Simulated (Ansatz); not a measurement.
Worked calculations on one periodic cell of amorphous Si$_{24}$O$_{51}$Sc$_{2}$: Si24O51Sc2, 77 atoms, volume 1162.6 Å³, made by a melt-quench on the CHGNet potential and relaxed with DFT. O atoms were pushed apart under 1.9 Å during the dynamics, to hinder bonds among them. It is a model cell: composition and starting density were chosen by hand, and all elements were melted together. Cycles of charging were run to anneal it. Calculation: PBE, scalar-relativistic without spin-orbit coupling (plane waves to 420 eV, PAW; Ansatz, a first-principles code). Sampling: a 2×2×2 Γ-centred mesh; Fermi-Dirac width 0.02 eV; no spin polarisation. Its volume was relaxed, its shape was free, and it stands at a mean pressure of 0.0 GPa with stress components up to 0.1 GPa; the relaxation ran on the zone centre alone. Its density went from a set 2.28 to 2.26 g/cm³. The cell is small and was quenched far faster than a real film, so it is one sample of the glass.

Question: Count formal charges (Si +4, O -2, Sc +3). What does the count lead one to expect at the Fermi level, and what does the calculation give?

Answer: 24 × (+4) + 51 × (-2) + 2 × (+3) = 0. The charges balance, so the anion-derived valence states can be full and a gap can open. On this mesh the highest filled and lowest empty level lie 4.32 eV apart; localised defect or tail levels set that (at the zone centre the more localised edge state sits most on one O atom with neighbours Si 1.60 Å, Sc 2.02 Å), and the nearest spread-out levels lie 5.5 eV apart.

Four energies for an added electron at PBE on the zone centre alone (charged cells in a uniform background, spin-polarised): neutral at the neutral geometry -48551.908 eV; charged at the neutral geometry -48545.655 eV; charged and relaxed -48545.726 eV; neutral at the charged geometry -48551.777 eV.

Question: Find the two relaxation energies and their sum, the reorganisation energy.

Answer: On charging: -48545.655 − (-48545.726) = 0.071 eV. On discharging: -48551.777 − (-48551.908) = 0.131 eV. The sum is 0.202 eV. The carrier's level spreads over 9 of the 77 atoms' worth, so it counts as partly localised, most on one Sc atom with neighbours O 1.89 Å, O 1.96 Å, O 1.98 Å, O 2.40 Å (neutral geometry). The values are uncorrected: the image energy of a point charge in this cell, 2.84 × 14.40 / (2 × 10.5) = 1.9 eV before screening, is screened by electrons alone at the fixed geometry and by ions too after relaxing, and the carrier can be spread before it relaxes, so each term can be off by up to that value times 1/ε∞, some tenths of an eV. PBE's self-interaction favours spread-out carriers, so a hybrid can localise more.

Four energies for a hole at PBE on the zone centre alone (charged cells in a uniform background, spin-polarised): neutral at the neutral geometry -48551.908 eV; charged at the neutral geometry -48553.371 eV; charged and relaxed -48553.616 eV; neutral at the charged geometry -48551.335 eV.

Question: Find the two relaxation energies and their sum, the reorganisation energy.

Answer: On charging: -48553.371 − (-48553.616) = 0.245 eV. On discharging: -48551.335 − (-48551.908) = 0.573 eV. The sum is 0.818 eV. The carrier's level spreads over 4 of the 77 atoms' worth, so it counts as localised, most on one O atom with neighbours Si 1.60 Å, Sc 2.02 Å (neutral geometry). The values are uncorrected: the image energy of a point charge in this cell, 2.84 × 14.40 / (2 × 10.5) = 1.9 eV before screening, is screened by electrons alone at the fixed geometry and by ions too after relaxing, and the carrier can be spread before it relaxes, so each term can be off by up to that value times 1/ε∞, some tenths of an eV. PBE's self-interaction favours spread-out carriers, so a hybrid can localise more.
